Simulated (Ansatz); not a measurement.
Take SrTiO3 in the cubic perovskite structure (space group Pm-3m, No. 221) as the base.

SrTiO3 is modelled in the cubic space group Pm-3m (No. 221), the cubic perovskite structure, Pearson symbol cP5. Cell: a = b = c = 3.907 Å, α = β = γ = 90.00°. Sr on 1a is coordinated by 12 O at 2.763 Å (cuboctahedral). Ti on 1b is surrounded by 6 O at 1.953 Å (octahedral). O on 3c has 2 Ti at 1.953 Å and 4 Sr at 2.763 Å (octahedral). (Neighbours: up to the widest gap in distance over summed covalent radii, below 1.35, at either atom; cation-cation and far metal-metal contacts left out.)

Method: Ansatz (a program for electronic structure), r2SCAN, PAW, cutoff 500 eV, no spin-orbit coupling.

One change was made to it. Results:

| quantity | base | after |
|---|---|---|
| band gap | 2.26 eV | zero |
| density | 5.11 g/cm³ | 5.35 g/cm³ |
| shortest interatomic distance | 195.3 pm | 271.9 pm |

Problem. Name the change that was made.
(A) Sr → Ba
(B) Sr → Na
(C) O → Te

Solution. C, O → Te. For comparison, the density in the other runs: Sr → Na gives 3.45 g/cm³; Sr → Ba gives 6.08 g/cm³.

Whether these cells are dynamically stable was not tested. As relaxed here, SrTiTe3 is a hypothetical phase, not in the database extracts checked. For NaTiO3 in this form, whether it has been made was not checked. No Hubbard U is applied, and correlation can decide whether such a compound is a metal. All final runs are without spin polarisation. An odd electron count without spin: NaTiO3. Many cubic perovskites are stable only at high temperature; tilts and polar distortions were not tested. This is not the structure that BaTiO3 has at room temperature and ambient pressure. The zero or small gap of SrTiTe3 can change with the level of theory.
